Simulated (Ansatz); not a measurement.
System: CsCl-type CoAl. Method: r²SCAN (plane waves, PAW; Ansatz, an electronic-structure program).

Input file:

Ansatz 0.2 input:
```yaml
crystal:
  lattice:
    - [2.785081306, 0.0, 0.0]
    - [0.0, 2.785081306, 0.0]
    - [0.0, 0.0, 2.785081306]
  atoms:
    - { symbol: Al, position: [0.5, 0.5, 0.5] }
    - { symbol: Co, position: [0.0, 0.0, 0.0] }
basis:
  ecutwfc: 560
  ecutrho_ratio: 4
  xc_grid: 3
kpoints:
  mp_grid: { grid: [20, 20, 20] }
hamiltonian:
  xc: r2scan
  dispersion: none
  pseudopotentials: { kind: paw }
scf:
  occupations: { method: fermi_dirac, width: 0.05 }
  convergence: { dr2_threshold: 0.000000001 }
output:
  forces: true
  stress: true
  eigenvalues: true
```

**Question.** How many irreducible k-points, plane waves at Γ does the program set up, and what pressure does the run end with?

**Answer.** 286 irreducible k-points, 619 plane waves at Γ; P = 8.82 GPa, so the cell is compressed on average and its volume would grow at this level.

From the output:

```
WARN output.stress: scf.convergence.dr2_threshold = 1e-9 eV is looser than the 2e-10 eV advised for a printed stress (1e-10 eV for each atom of the cell: 2)
Crystal: 2 atoms, lattice volume = 21.603 Å³
Basis set: ecut = 560 eV, 619 PW (Γ), exchange–correlation on 72×72×72 points (27 copies of the dense FFT grid, shifted against one another)
Bands: 14, of which v1, the nominal top of the filled ones, is band 10 counted from 1 (9 counted from 0)
Symmetry: 48 space group operations
Space group: Pm-3m (ITA 221), of the structure as read, at distance tolerance 2.8e-5 Å
k-points: 286 of 8000
Functional: x = r2scan, c = r2scan; τ floored in thin density (d = 2e-4 eV/Å³)
SCF iter   1: F=—  HF=-5672.938411 eV  |F-HF|=—  |Δ(HF+E_count)|=         —  Δρ=7.09e-3  dr2=3.15e-3  dr2_τ=5.92e-2
SCF iter   2: F=—  HF=-5673.001124 eV  |F-HF|=—  |Δ(HF+E_count)|=   6.27e-2  Δρ=9.63e-3  dr2=1.09e-2  dr2_τ=1.74e-4
  ...
SCF iter  10: F=—  HF=-5673.000826 eV  |F-HF|=—  |Δ(HF+E_count)|=   5.75e-7  Δρ=4.07e-6  dr2=1.78e-9  dr2_τ=2.80e-10
SCF iter  11: F=-5673.000826 eV  HF=-5673.000826 eV  |F-HF|=9.55e-11  |Δ(HF+E_count)|=  2.41e-10  Δρ=9.29e-7  dr2=1.41e-10  dr2_τ=3.43e-12
SCF 1 converged in 11 iterations: F = -5673.000826 eV  dr2 = 1.41e-10
SCF converged after 11 iterations
Free energy (F): -5673.000826 eV
Internal energy: -5672.995721 eV  (E = F + TS)
E sigma→0 (E₀):  -5672.998274 eV
Fermi energy:    15.658176 eV
--- Forces (eV/Å), atoms counted from 1 ---
  atom   1  Al     0.00000000     0.00000000     0.00000000
  atom   2  Co    -0.00000000     0.00000000    -0.00000000
--- Stress (GPa, compression-positive) ---
        8.817813      -0.000000       0.000000
        0.000000       8.817813       0.000000
        0.000000       0.000000       8.817813
  P = ⅓ Tr σ = 8.8178 GPa (88.178 kbar)
```

The cell is one volume of an energy–volume scan, off the minimum.

The PAW data were made under PBE.

Computing time: about 11 core-seconds (a rough figure).
